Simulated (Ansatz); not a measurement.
Take InSb in the zinc blende structure (space group F-43m, No. 216) as the base.

```xyz
2
Lattice="0.0000 3.2594 3.2594 3.2594 0.0000 3.2594 3.2594 3.2594 0.0000" Properties=species:S:1:pos:R:3 pbc="T T T"
Sb     1.6297     1.6297     1.6297
In     0.0000     0.0000     0.0000
```

Level of theory: PBEsol (Ansatz, a first-principles code; PAW; 420 eV plane waves; without spin-orbit coupling).

One change was made to it. Results:

| quantity | base | after |
|---|---|---|
| density | 5.67 g/cm³ | 5.03 g/cm³ |
| shortest interatomic distance | 2.823 Å | 2.411 Å |

Q: Name the change that was made.
(A) In → Cu
(B) Sb → Bi
(C) Sb → Tl
(D) In → Be

A: D, In → Be. For comparison, the density in the other runs: In → Cu gives 6.44 g/cm³; Sb → Tl gives 7.08 g/cm³; Sb → Bi gives 7.08 g/cm³.

Whether these cells are dynamically stable was not tested. As relaxed here, BeSb, CuSb and TlIn are hypothetical phases, not in the database extracts checked. For InBi in this form, whether it has been made was not checked. The final runs are not spin-polarised. An odd electron count without spin: BeSb.
